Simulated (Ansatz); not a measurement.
Consider ZnSe in the zinc blende structure (space group F-43m, No. 216; a = 5.568 Å). Axes: x, y, z lie along the cube axes.

The values are results of LDA/PAW in Ansatz (a first-principles code), no SOC, not measurements.

Perturbation: an isotropic linear strain of +1.00 %, atoms relaxed at fixed cell.

Task: Predict the stress tensor and what it implies for the stiffness.

Result: Stress of the strained cell less that of the base (GPa, compression positive):
```
  -2.00    0.00    0.00
   0.00   -2.00    0.00
   0.00    0.00   -2.00
```

Then B = −ΔP/(ΔV/V₀) with ΔV/V₀ = 0.0303 gives secant stiffness values (nonlinear terms included at this strain): B ≈ 66 GPa.

As a check, the harmonic strain energy −½ V₀ Δσ:ε is 4.0 meV/atom; the computed energy rise is 4.2 meV/atom.

No phonon test of stability was made.
